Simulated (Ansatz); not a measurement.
```
CELL_PARAMETERS angstrom
      0.00000     4.48060     4.48060
      4.48841    -0.00671     4.48731
      4.48841     4.48731    -0.00671
ATOMIC_POSITIONS crystal
  Nb 0.00000 0.00000 0.00000
  Hf 0.00000 0.00000 0.50000
  Nb 0.00000 0.50000 0.00000
  Nb 0.00000 0.50000 0.50000
  Hf 0.50000 0.00000 0.00000
  Nb 0.50000 0.00000 0.50000
  Hf 0.50000 0.50000 0.00000
  Hf 0.50000 0.50000 0.50000
  N  0.25174 0.24826 0.24826
  N  0.25263 0.25000 0.75000
  N  0.25452 0.75000 0.25000
  N  0.25174 0.74826 0.74826
  N  0.74826 0.25174 0.25174
  N  0.74548 0.25000 0.75000
  N  0.74737 0.75000 0.25000
  N  0.74826 0.75174 0.75174
```

The mixing enthalpy is taken against the end members in the rock salt type (which need not be the stable form of NbN), relaxed in the same cell and mesh, with NbN held in the symmetric form, which may not be a minimum.

The numbers are results of PBE (plane waves to 420 eV, PAW; Ansatz, a quantum-chemistry and plane-wave program), not measurements. Scalar-relativistic, without spin–orbit coupling; the runs are not spin-polarised. Its k-point mesh 5×5×5, Fermi–Dirac width 0.05 eV.

Give the composition and order of this alloy cell, and its volume, bond lengths and mixing enthalpy.

A 16-atom cell of (Hf,Nb)N started in the rock salt structure, site fractions Hf 0.500, Nb 0.500, short-range order -0.17 in the first shell of the mixed sites (0 is random, a negative value favours unlike neighbours), space group Imma at the end, an ordered arrangement that its symmetry holds.
- volume per atom = 11.30 Å³
- N–Nb bonds = 2.252 Å on average, from 2.244 to 2.264 (24)
- Hf–N bonds = 2.236 Å on average, from 2.224 to 2.244 (24)
- mixing enthalpy per site of the mixed sublattice = -21 meV
- departure of the mean lattice parameter from Vegard's line = under 0.15 %, inside the noise of the relaxations
